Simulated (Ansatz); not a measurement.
Structures of equal composition on the (111)B surface of 3C silicon carbide (C plane on top): (√3x√3)R30° Al adatom at H3; (√3x√3)R30° Al adatom at T4. The slabs share one bottom face, and each structure is named by its start. These are constructed structures in small cells; real faces may alloy, dewet or reconstruct in larger ones, and not all known structures of the face are among them. Slabs of about 11 Å with all that they carry, Fermi-Dirac smearing of 0.025 eV. Bottom of the slabs: H caps. Relaxed from the named starts with such symmetry as they have, on meshes of like density; energies extrapolated to zero smearing; no spin-orbit coupling, no U. Spin-polarised runs, if any, are marked in brackets, and their order is one that fits the cell; the others ran without spin. Where a second, spin-polarised start was run, the lower counts.

Host crystal: 3C silicon carbide, with a band gap (PBE, scalar-relativistic without spin-orbit coupling).

Calculation: HSE06, at the PBE geometry (plane waves to 420 eV, PAW; Ansatz, an electronic-structure program).

Order them by energy per 1x1 cell (lowest first) at the level HSE06, at the PBE geometry.

(√3x√3)R30° Al adatom at H3 (0.000 eV), (√3x√3)R30° Al adatom at T4 (0.317 eV)
